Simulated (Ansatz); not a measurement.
The reference is CsV3Sb5 (space group P6/mmm, No. 191; a = 5.441 Å, c = 9.130 Å; a hypothetical phase, not in the database extracts checked). Axes: x lies along a and z along c of the hexagonal cell.

Level of theory: PBE-D3(BJ) (Ansatz, a program for electronic structure; PAW; 420 eV plane waves; no spin-orbit coupling).

The change: an isotropic linear strain of −1.75 %, atoms relaxed at fixed cell.

**Question.** Predict the stress tensor and what it implies for the stiffness.

**Answer.** Stress of the strained cell less that of the base (GPa, compression positive):
```
    3.7     0.0     0.0
    0.0     3.7     0.0
    0.0     0.0     1.1
```

Then B = −ΔP/(ΔV/V₀) with ΔV/V₀ = -0.0516 gives secant stiffness values (nonlinear terms included at this strain): B (at held cell shape, above the free-shape value) ≈ 55 GPa.

As a check, the harmonic strain energy −½ V₀ Δσ:ε is 12 meV/atom; the computed energy rise is 11 meV/atom.

Whether these cells are dynamically stable was not tested. Seeded moments were not kept for the base. The final runs are not spin-polarised. An odd electron count without spin: CsV3Sb5. CsV3Sb5 has a high density of states at the Fermi level and may be magnetic at this level.
